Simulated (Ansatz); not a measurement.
Consider the following.

```
Ca(OH)2
1.0
    3.58250     0.00000     0.00000
   -1.79125     3.10253     0.00000
    0.00000     0.00000     4.86897
Ca H O
1 2 2
Direct
  0.00000   0.00000   0.00000
  0.66667   0.33333   0.56620
  0.33333   0.66667   0.43380
  0.66667   0.33333   0.76644
  0.33333   0.66667   0.23356
```

A single point on Ca(OH)2 with a change (pressure −1 GPa), its geometry relaxed with PBEsol.

Calculations: PBEsol (Ansatz, a first-principles code; PAW; 420 eV plane waves; noncollinear with spin-orbit coupling). Settings: 11×11×7 k-points, 0.05 eV Fermi–Dirac smearing.

Problem. What is the computed valence-band top at Γ (three highest Kramers pairs, from the VBM)?

Solution. 0.00, -0.03, -1.17 eV.

Problem. Predict the width of the top valence band.

Solution. 0.87 eV.

Problem. What band gap does the calculation give?

Solution. 4.06 eV.

Single points use the geometry relaxed with PBEsol. Load acts through the strain it causes; cell and atoms are relaxed under it. Stability against distortions was not tested. The cell was made from Ca(OH)2 (space group P-3m1, No. 164; layered) by this change: pressure −1 GPa.
